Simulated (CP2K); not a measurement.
Worked example: self-consistent single point of Re (P6_3/mmc, 4 atoms in the cell) in CP2K.

Computed with PBEsol, GPW, DZVP-MOLOPT-SR-GTH basis, GTH-PBE potentials (GTH_POTENTIALS) (CP2K 2026.2).

```yaml
crystal:
  lattice:
    - [2.76833, 0.00000, 0.00000]
    - [-1.38416, 2.39744, 0.00000]
    - [0.00000, 0.00000, 8.94511]
  atoms:
    - { symbol: Re, position: [0.00000, 0.00000, 0.00000] }
    - { symbol: Re, position: [0.00000, 0.00000, 0.50000] }
    - { symbol: Re, position: [0.33333, 0.66667, 0.25000] }
    - { symbol: Re, position: [0.66667, 0.33333, 0.75000] }
```

Reference input (self-consistent single point, DFT PBE, GPW, DZVP-MOLOPT-SR-GTH basis, GTH-PBE potentials (GTH_POTENTIALS)): CUTOFF = 500 Ry; REL_CUTOFF = 50 Ry; SMEAR/METHOD = FERMI_DIRAC; ELECTRONIC_TEMPERATURE = 580.23 K; KPOINTS/SCHEME = MONKHORST-PACK 11 11 3; XC_FUNCTIONAL = PBE; Re/BASIS_SET = DZVP-MOLOPT-SR-GTH-q15; Re/POTENTIAL = GTH-PBE-q15; METHOD = GPW; EPS_DEFAULT = 1e-11; NGRIDS = 5; SCF_GUESS = ATOMIC. This run's input differs from it in these lines:

```diff
@@ -43,3 +43,6 @@
     &XC
-      &XC_FUNCTIONAL PBE
+      &XC_FUNCTIONAL
+        &PBE
+          PARAMETRIZATION PBESOL
+        &END PBE
       &END XC_FUNCTIONAL
```

Output (repeated stretches shortened):

```
 SCF WAVEFUNCTION OPTIMIZATION

  Step     Update method      Time    Convergence         Total energy    Change
     1 NoMix/Diag. 0.30E+00      -     0.38986392      -319.5286419274 -3.20E+02
     2 Broy./Diag. 0.30E+00      -     0.11886987      -320.4721523723 -9.44E-01
     3 Broy./Diag. 0.30E+00      -     0.19400118      -318.4230882015  2.05E+00
     4 Broy./Diag. 0.30E+00      -     0.00340018      -317.2862495208  1.14E+00
     5 Broy./Diag. 0.30E+00      -     0.00342363      -317.3423675514 -5.61E-02
     6 Broy./Diag. 0.30E+00      -     0.00013083      -317.3596491419 -1.73E-02
   [... 3 lines left out ...]
    10 Broy./Diag. 0.30E+00      -     0.00000357      -317.3617460248  6.74E-06
    11 Broy./Diag. 0.30E+00      -     0.00000078      -317.3617404612  5.56E-06
    12 Broy./Diag. 0.30E+00      -     0.00000028      -317.3617372973  3.16E-06
    13 Broy./Diag. 0.30E+00      -     0.00000004      -317.3617374310 -1.34E-07
  *** SCF run converged in    13 steps ***

  Overlap energy of the core charge distribution:               0.00000000371485
  Self energy of the core charge distribution:               -479.02889169149125
  Core Hamiltonian energy:                                    104.14152609681207
  Hartree energy:                                              91.67201072689946
  Exchange-correlation energy:                                -34.14549236890425
  Electronic entropic energy:                                  -0.00089019804794
  Fermi energy:                                                 0.62009115752227

  Total energy:                                              -317.36173743101483
  Total energy (extrapolated to T->0):                       -317.36129233199085

   [... lines left out ...]

 STRESS| Analytical stress tensor [bar]
 STRESS|                        x                   y                   z
 STRESS|      x       -8.80515546087E+04  -1.50066499086E-01   1.08490623544E-05
 STRESS|      y       -1.50066499086E-01  -8.80523140187E+04  -6.31240764249E-06
 STRESS|      z        1.08490623544E-05  -6.31240764249E-06  -8.35659689768E+04
 STRESS| 1/3 Trace                                            -8.65566125348E+04
```

The run converged in 13 iterations. Against the reference run the pressure goes from -0.53 to -8.66 GPa.

The starting cell comes from a database of computed structures (which also holds hypothetical and non-ambient phases and stackings), without a prior relaxation at this level. Its lattice was rescaled by a random factor within 2.5 % of one. Spin polarisation is off. Values carry the incompleteness of an atom-centred basis. The potentials were made for another functional than the one used. With a pressure of about -9 GPa the cell is away from its equilibrium volume at this level.

Cost on one core of a shared machine: roughly 90 s.
